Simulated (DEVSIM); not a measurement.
Schottky contact on n-type Si

System: Schottky contact on n-type Si, at 250 K.

| layer (left to right) | material | thickness (μm) | Nd (cm⁻³) | τn (s) | τp (s) |
|---|---|---|---|---|---|
| 1 | Si | 2.10 | 1.8e17 | 1.7e-6 | 1.7e-6 |

Left contact: Schottky, work function 4.75 eV, emission velocity 6e6 cm/s. Right contact: ohmic. Voltage is applied to the left contact. Recombination: SRH at mid-gap, radiative. Mobility is μmin + (μ − μmin)/(1 + (N/Nref)^α).

Constants are typed, rounded textbook-type inputs, not results; the design itself was drawn at random and stands for no fabricated device. Values at 300 K; Nc and Nv go as T^1.5, mobilities as T to minus their exponent, the gap by Varshni's rule with the affinity fixed.

| parameter | Si |
|---|---|
| gap (eV) | 1.124 |
| affinity (eV) | 4.05 |
| permittivity | 11.7 |
| Nc (cm⁻³) | 2.86e19 |
| Nv (cm⁻³) | 3.1e19 |
| μn (cm²/Vs) | 1417 |
| μp (cm²/Vs) | 470 |
| μn,min | 52 |
| μp,min | 45 |
| Nref,n | 9.7e16 |
| Nref,p | 2.2e17 |
| αn | 0.68 |
| αp | 0.72 |
| T exponent of μn | 2.3 |
| T exponent of μp | 2.2 |
| B (cm³/s) | 4.7e-15 |
| Varshni α (eV/K) | 0.000473 |
| Varshni β (K) | 636 |

Simulated with DEVSIM: 1D drift-diffusion, Boltzmann statistics, complete ionisation; no tunnelling, impact ionisation, image-force lowering or self-heating. Metal contacts follow the ideal Schottky-Mott rule: no Fermi-level pinning, no interface dipoles.

```yaml
potential_step_across_the_device_at_zero_bias: 0.597 V
largest_field_in_the_device_at_zero_bias: 180000 V/cm
Dark forward voltage at 1 A/cm²: 0.338 V
Dark forward voltage at 100 A/cm²: 0.439 V
```

Dark forward current:

```json
[
 {"V (V)": "0.05", "J (A/cm²)": "1.4e-6"},
 {"V (V)": "0.10", "J (A/cm²)": "1.6e-5"},
 {"V (V)": "0.15", "J (A/cm²)": "0.00016"},
 {"V (V)": "0.20", "J (A/cm²)": "0.0017"},
 {"V (V)": "0.25", "J (A/cm²)": "0.017"},
 {"V (V)": "0.30", "J (A/cm²)": "0.17"},
 {"V (V)": "0.35", "J (A/cm²)": "1.7"},
 {"V (V)": "0.40", "J (A/cm²)": "17"},
 {"V (V)": "0.45", "J (A/cm²)": "160"},
 {"V (V)": "0.50", "J (A/cm²)": "1100"},
 {"V (V)": "0.55", "J (A/cm²)": "3900"}
]
```

Small-signal capacitance in reverse bias (quasi-static):

| V (V) | C (nF/cm²) |
|---|---|
| -0.04 | 156 |
| -0.1 | 149 |
| -0.2 | 139 |
| -0.3 | 131 |
| -0.4 | 124 |
